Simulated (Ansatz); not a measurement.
Ag in the fcc (Cu type) structure, the quasi-harmonic free energy with PBE in Ansatz (a quantum-chemistry and plane-wave program). 

| T (K) | α_L (10⁻⁶/K) | C_P (J/mol/K) | bulk modulus B_T (GPa) | γ |
|---|---|---|---|---|
| 100 | 19.1 | 21.2 | (withheld) | 2.56 |
| 200 | 23.0 | 24.8 | 82.8 | 2.60 |
| 250 | 24.1 | 25.6 | 80.8 | 2.61 |
| 350 | 25.9 | 26.6 | 76.7 | 2.64 |
| 400 | 26.8 | 27.1 | 74.6 | 2.66 |
| 550 | 29.9 | 28.5 | 67.9 | 2.71 |
| 700 | 34.1 | (withheld) | 60.4 | 2.77 |
| 750 | 35.9 | 31.1 | 57.7 | 2.80 |

Question: Complete the blanks.

Answer: 
- 100, bulk modulus B_T (GPa): 86.6
- 700, C_P (J/mol/K): 30.4

Whether this phase is the stable one at each condition was not tested.
